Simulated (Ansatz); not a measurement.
# Pressure series in ZnS

Base system: ZnS in the zinc blende structure (space group F-43m, No. 216; a = 5.4434 Å).

Cell and atoms are relaxed at each pressure.

The values are results of PBE, PAW, 420 eV (Ansatz, a first-principles code; without spin-orbit coupling), not measurements.

| pressure (GPa) | volume per atom (Å³/atom) |
|---|---|
| -2 | 20.790 |
| -1 | 20.462 |
| 0 | 20.162 |
| 0.9 | ? |
| 4.5 | 19.046 |
| 9 | 18.190 |
| 15 | 17.294 |
| 22.5 | 16.421 |
| 30 | 15.724 |

### Question
Fit the third-order Birch–Murnaghan form P(V) = (3B₀/2)[(V₀/V)^(7/3) − (V₀/V)^(5/3)]·[1 + (3/4)(B₀′ − 4)((V₀/V)^(2/3) − 1)] (squares taken in P) to the rows shown and predict the withheld row.

### Answer
Least squares on the printed values gives V₀ = 20.162 Å³/atom, B₀ = 69.8 GPa, B₀′ = 4.4; this predicts 19.910 Å³/atom, and the run gives 19.909 Å³/atom, in agreement.

Measured bulk modulus of ZnS: 77.1 GPa (temperature not stated; as listed in Cormac Toher et al., Physical Review Materials (2017)); the computed value is for a static lattice, so the two differ by thermal effects too.

Load acts through the strain it causes; cell and atoms are relaxed under it. Whether these cells are dynamically stable was not tested. Measured, ZnS leaves this structure (for rock salt) near 14.7 GPa (temperature not stated; as listed in Datta, Sujoy, Jana, Debnarayan, arXiv (2020)), on rising pressure, with hysteresis.
